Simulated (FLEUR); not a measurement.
Troubleshooting FLEUR: a failed run on SrZrO3 (Pm-3m, 5 atoms in the cell). The aim is a self-consistent single point with DFT, PBEsol, all-electron FLAPW (FLEUR), scalar-relativistic valence.

Input:

```xml
# input of inpgen
SrZrO3 FLAPW
&input film=f /
4.1975900000 0.0000000000 0.0000000000
0.0000000000 4.1975900000 0.0000000000
0.0000000000 0.0000000000 4.1975900000
1.8897261246
1.0 1.0 1.0

5
38 0.5000000000 0.5000000000 0.5000000000
40 0.0000000000 0.0000000000 0.0000000000
8 0.0000000000 0.5000000000 0.0000000000
8 0.5000000000 0.0000000000 0.0000000000
8 0.0000000000 0.0000000000 0.5000000000

&comp jspins=1 /
&exco xctyp='PBEs' /
&kpt div1=5 div2=5 div3=5 /
&end /
# inp.xml
<?xml version="1.0" encoding="UTF-8" standalone="no"?>
<fleurInput fleurInputVersion="0.39">
   <comment>
      SrZrO3 FLAPW                                                                                        
   </comment>
   <calculationSetup>
      <cutoffs Kmax="4.6" Gmax="18.4" GmaxXC="18.4" numbands="0"/>
      <scfLoop itmax="100" minDistance="0.00001" maxIterBroyd="99" imix="Anderson" alpha="0.05" precondParam="0.0" spinf="2.0"/>
      <coreElectrons ctail="T" frcor="F" kcrel="0" coretail_lmax="0"/>
      <xcFunctional name="PBEs" relativisticCorrections="F"/>
      <magnetism jspins="1"/>
      <soc l_soc="F" theta="0.0" phi="0.0" spav="F"/>
      <expertModes spex="0" secvar="F"/>
      <geometryOptimization l_f="T" forcealpha="1.0" forcemix="BFGS" epsdisp="0.00001" epsforce="0.00001"/>
      <ldaU l_linMix="F" mixParam="0.05" spinf="1.0"/>
   </calculationSetup>
   <cell>
      <bzIntegration valenceElectrons="40.0" mode="hist" fermiSmearingEnergy="0.0001">
         <kPointListSelection listName="default-1"/>
         <!-- k-points included here -->
         <xi:include xmlns:xi="http://www.w3.org/2001/XInclude" href="kpts.xml"> </xi:include>
      </bzIntegration>
      <!-- symmetry operations included here -->
      <xi:include xmlns:xi="http://www.w3.org/2001/XInclude" href="sym.xml"> </xi:include>
      <bulkLattice scale="1.0">
         <bravaisMatrix>
            <row-1>    7.9322954833597130     0.0000000000000000     0.0000000000000000</row-1>
            <row-2>    0.0000000000000000     7.9322954833597130     0.0000000000000000</row-2>
            <row-3>    0.0000000000000000     0.0000000000000000     7.9322954833597130</row-3>
         </bravaisMatrix>
      </bulkLattice>
   </cell>
   <atomSpecies>
      <species name="Strontium (Sr)" element="Sr" atomicNumber="38">
         <mtSphere radius="2.89" gridPoints="925" logIncrement="0.014"/>
         <atomicCutoffs lmax="10" lnonsphr="8"/>
         <electronConfig flipSpins="F">
            <coreConfig>(1s1/2) (2s1/2) (2p1/2) (2p3/2) (3s1/2) (3p1/2) (3p3/2) (3d3/2) (3d5/2)</coreConfig>
            <valenceConfig>(4s1/2) (4p1/2) (4p3/2) (5s1/2)</valenceConfig>
         </electronConfig>
         <energyParameters s="5" p="5" d="4" f="4"/>
         <lo type="SCLO" l="0" n="4" eDeriv="0"/>
         <lo type="SCLO" l="1" n="4" eDeriv="0"/>
      </species>
      <species name="Zirconium (Zr)" element="Zr" atomicNumber="40">
         <mtSphere radius="2.55" gridPoints="817" logIncrement="0.016"/>
         <atomicCutoffs lmax="10" lnonsphr="8"/>
         <electronConfig flipSpins="F">
            <coreConfig>(1s1/2) (2s1/2) (2p1/2) (2p3/2) (3s1/2) (3p1/2) (3p3/2) (3d3/2) (3d5/2)</coreConfig>
            <valenceConfig>(4s1/2) (4p1/2) (4p3/2) (5s1/2) (4d3/2) (4d5/2)</valenceConfig>
            <stateOccupation state="(4d3/2)" spinUp="0.4" spinDown="0.4"/>
            <stateOccupation state="(4d5/2)" spinUp="0.6" spinDown="0.6"/>
         </electronConfig>
         <energyParameters s="5" p="5" d="4" f="4"/>
         <lo type="SCLO" l="0" n="4" eDeriv="0"/>
         <lo type="SCLO" l="1" n="4" eDeriv="0"/>
      </species>
      <species name="Oxygen (O)" element="O" atomicNumber="8">
         <mtSphere radius="1.44" gridPoints="463" logIncrement="0.023"/>
         <atomicCutoffs lmax="6" lnonsphr="4"/>
         <electronConfig flipSpins="F">
            <coreConfig>(1s1/2)</coreConfig>
            <valenceConfig>(2s1/2) (2p1/2) (2p3/2)</valenceConfig>
            <stateOccupation state="(2p1/2)" spinUp="0.6666666666667" spinDown="0.6666666666667"/>
            <stateOccupation state="(2p3/2)" spinUp="1.3333333333333" spinDown="1.3333333333333"/>
         </electronConfig>
         <energyParameters s="2" p="2" d="3" f="4"/>
      </species>
   </atomSpecies>
   <atomGroups>
      <atomGroup species="Strontium (Sr)">
         <relPos label="                   1">1.000/2.000 1.000/2.000 1.000/2.000</relPos>
         <force calculate="T" relaxXYZ="TTT"/>
      </atomGroup>
      <atomGroup species="Zirconium (Zr)">
         <relPos label="                   2">.0000000000 .0000000000 .0000000000</relPos>
         <force calculate="T" relaxXYZ="TTT"/>
      </atomGroup>
      <atomGroup species="Oxygen (O)">
         <relPos label="                   3">.0000000000 1.000/2.000 .0000000000</relPos>
         <relPos label="                   4">1.000/2.000 .0000000000 .0000000000</relPos>
         <relPos label="                   5">.0000000000 .0000000000 1.000/2.000</relPos>
         <force calculate="T" relaxXYZ="TTT"/>
      </atomGroup>
   </atomGroups>
   <output dos="F" band="F" slice="F">
      <checks vchk="F" cdinf="F"/>
      <bandDOS minEnergy="-.5*Htr" maxEnergy="0.5*Htr" sigma="0.015" storeEVData="T"/>
      <vacuumDOS vacdos="F" integ="F" star="F" nstars="0" locx1="0.0" locy1="0.0" locx2="0.0" locy2="0.0" nstm="0" tworkf="0.0"/>
      <unfoldingBand unfoldBand="F" supercellX="1" supercellY="1" supercellZ="1"/>
      <plotting iplot="0" polar="F">
         <plot TwoD="T" vec1="  1.0  0.0  0.0" vec2="  0.0  1.0  0.0" vec3="  0.0  0.0  1.0" zero="  0.0  0.0  0.0" file="plot"/>
      </plotting>
      <chargeDensitySlicing numkpt="0" minEigenval="0.0" maxEigenval="0.0" nnne="0" pallst="F"/>
      <specialOutput eonly="F"/>
      <magneticCircularDichroism mcd="F" energyLo="-10.0" energyUp="0.0"/>
   </output>
  <!-- We include the file relax.xml here to enable relaxations (see documentation) -->
  <xi:include xmlns:xi="http://www.w3.org/2001/XInclude" href="relax.xml"> <xi:fallback/> </xi:include>
</fleurInput>
```

Log, with long lists cut:

```
      Welcome to FLEUR        (www.flapw.de)
      MaX-Release 8.1          (www.max-centre.eu)
**************FLEUR-Error*****************
Error message: Overlapping MT-radii of two neighbours detected.
Error occurred in subroutine: chkmt
Error from PE:0/1
 Last known location:
```

Read the log: what does the program object to, and what is the fix?

The fault is overlapping muffin-tin spheres. The method divides space into non-overlapping spheres and the region between them. To fix it, shrink the radii. The program stopped before any SCF iteration.

An input that runs soundly differs in these lines (not the only fix; some lines may just follow from the change or write a value another way):
```diff
-         <mtSphere radius="2.89" gridPoints="925" logIncrement="0.014"/>
+         <mtSphere radius="2.63" gridPoints="925" logIncrement="0.014"/>
-         <mtSphere radius="2.55" gridPoints="817" logIncrement="0.016"/>
+         <mtSphere radius="2.32" gridPoints="817" logIncrement="0.016"/>
-         <mtSphere radius="1.44" gridPoints="463" logIncrement="0.023"/>
+         <mtSphere radius="1.31" gridPoints="463" logIncrement="0.023"/>
```

With that input, the run converged in 18 iterations: free energy E − TS -190493.7460 eV (DFT, PBEsol, all-electron FLAPW (FLEUR), scalar-relativistic valence).

On the sound input: the starting cell comes from a database of computed structures (which also holds hypothetical and non-ambient phases and stackings), without a prior relaxation at this level. Values depend on the basis (sphere radii, cutoffs, local orbitals), which need not be converged.
